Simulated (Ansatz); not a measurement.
```xyz
26
Lattice="3.8938 0.0004 0.0584 0.0004 3.8939 -0.0543 1.0925 -0.0874 29.4570" Properties=species:S:1:pos:R:3 pbc="T T T"
Ga     3.9452     3.6865     4.3863
Ga     2.0427     0.9959     1.6745
Ga     3.8668     3.7838     9.8899
Ga     1.9550     1.7945     7.1359
Ga     4.6518     3.8629    15.2208
Ga     1.8446     1.8777    12.6444
P      3.9688     1.7278     3.0035
P      3.8812     1.8172     8.5490
P      1.9770     3.7209     5.7394
P      3.7813     1.9001    14.1182
P      1.9010     3.8052    11.2462
Ba     1.3705     0.0290    19.4133
Ti     3.3196     1.9451    17.2623
O      3.3530     1.9710    19.0745
O      3.5908    -0.0064    16.9897
O      1.5265     1.9412    17.0028
Ba     1.3134     0.0915    23.7687
Ti     3.2920     2.0086    21.6704
O      3.2656     2.0345    23.4833
O      3.2992     0.0575    21.4250
O      1.3517     2.0041    21.3751
Ba     1.2446     0.1458    28.1337
Ti     3.2247     2.0701    26.0230
O      3.1992     2.1041    27.8300
O      3.2296     0.1205    25.8102
O      1.2823     2.0660    25.7655
```

The first 11 atoms are the substrate (GaP-zb), the rest the film (BaTiO3-t).

Methods: PBE (plane waves to 420 eV, PAW; Ansatz, an electronic-structure program); HSE06 (plane waves to 420 eV, PAW; Ansatz). Geometries and values that name no level are of the first. Scalar-relativistic, without spin–orbit coupling; PBE gaps are too small against experiment. Its k-point mesh 6×6×1, Fermi–Dirac width 0.05 eV. HSE06 ran on meshes of its own (6×6×6, 4×4×4); its edges and gaps are taken over the mesh and over extra points off it, mostly where PBE has its edges.

**Question.** Describe the bonding at the interfaces and give the band alignment.

**Answer.** A periodic stack without vacuum, tetragonal BaTiO3 (0 0 1) on zinc-blende GaP (0 0 1) (film strained to the substrate, started from cuts of the bulks and a machine-learned relaxation; metallic at this level, with no gap by band count; slabs Ga6P5 and Ba3Ti3O9, which can lie off the formulas): substrate slab Ga6P5, film Ba3Ti3O9, surface cells [[1, 0], [1, 1]] and [[0, 1], [-1, 0]], film strained by -2.3 and -2.3 %, outermost planes Ga/Ga and OTi/BaO as cut, which need not be the usual terminations and can put a slab off its formula.
```
Quantity                                                                                                                                                                                  Value
-----------------------------------------------------------------------------------------------------------------------------  ----------------------------------------------------------------
interface area                                                                                                                                                                          15.2 Å²
period                                                                                                                                                                                  29.43 Å
heights between the nearest atoms of the two slabs at the two interfaces                                                                                                        1.73 and 2.98 Å
Ba–Ga contacts across the interfaces within 1.22 times the sum of covalent radii                                                                                                 2, mean 3.63 Å
Ga–Ti contacts across the interfaces within 1.22 times the sum of covalent radii                                                                                                 2, mean 3.10 Å
Ga–O contacts across the interfaces within 1.22 times the sum of covalent radii                                                                                                  1, mean 2.02 Å
P–Ti contacts across the interfaces within 1.22 times the sum of covalent radii                                                                                                  1, mean 3.18 Å
PBE gap of the stack on the mesh, by band count                                                                                none or nearly none, so that the stack is metallic at this level
two interfaces                                                                                                                                           unlike, so that offsets are their mean
Fermi level over the substrate's valence edge (PBE)                                                                                                                                    +0.61 eV
valence offset, film less substrate (PBE, at the middle of a substrate layer that carries a field)                                                                                     -1.57 eV
conduction offset (PBE, at the middle of a substrate layer that carries a field)                                                                                                       -1.24 eV
valence offset, film less substrate (HSE06 edges on the PBE line-up, at the middle of a substrate layer that carries a field)                                                          -2.16 eV
conduction offset (HSE06 edges on the PBE line-up, at the middle of a substrate layer that carries a field)                                                                            -1.11 eV
spin-polarised check at this geometry                                                                                                                                   falls back to no moment
slope of the mean potential energy in the substrate                                                                                                                              -2.5 MV/cm × e
levels of the stack inside the substrate's PBE gap at the listed points (of the film's bands or of the interfaces)                                                                           12
```
